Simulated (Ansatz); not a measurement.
Consider Ti in the hcp (Mg type) structure (space group P6_3/mmc, No. 194; a = 2.9398 Å, c = 4.6540 Å; relaxed with 0.1 eV smearing).

The values are results of DFT with PBE, PAW potentials and a 420 eV plane-wave cutoff in Ansatz (a first-principles code), no SOC, not measurements.

Before the change:

```
Property   Result
--------  -------
Pressure  0.0 GPa
```

Modification: every lattice vector is stretched by 2.50 %, atoms relaxed at fixed cell.

Q: Predict the new energy relative to the base and pressure.

A: The energy rises by 32 meV/atom; the pressure (mean of the normal stresses, compression positive) goes from zero to -7.2 GPa.

The cells carry an imposed strain or load. Stability against distortions was not tested. All final runs are without spin polarisation.
